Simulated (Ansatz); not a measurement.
## What isotropic strain +3.00 % does to HfN

The reference is HfN in the rock salt structure (space group Fm-3m, No. 225; a = 4.526 Å; relaxed with 0.1 eV smearing).

The change: the cell is scaled by 1.0300 in all directions; the atoms relax in the strained cell.

Method: DFT with r2SCAN, PAW potentials and a 500 eV plane-wave cutoff in Ansatz (a quantum-chemistry and plane-wave program), no SOC. k-mesh 22×22×22 (Γ-centred); smearing 0.1 eV (Fermi–Dirac).

- Volume per atom: 12.66 Å³ (base 11.59 Å³)
- Energy relative to the base (free energy F): +75 meV/atom
- Pressure: -20.7 GPa (base 0.0 GPa)
- Band gap: zero (base zero)

Final structure:

```
CELL_PARAMETERS angstrom
      0.00000     2.33074     2.33074
      2.33074     0.00000     2.33074
      2.33074     2.33074     0.00000
ATOMIC_POSITIONS crystal
  Hf 0.00000 0.00000 0.00000
  N  0.50000 0.50000 0.50000
```

Stability against distortions was not tested. The final runs are not spin-polarised. An odd electron count without spin: HfN.
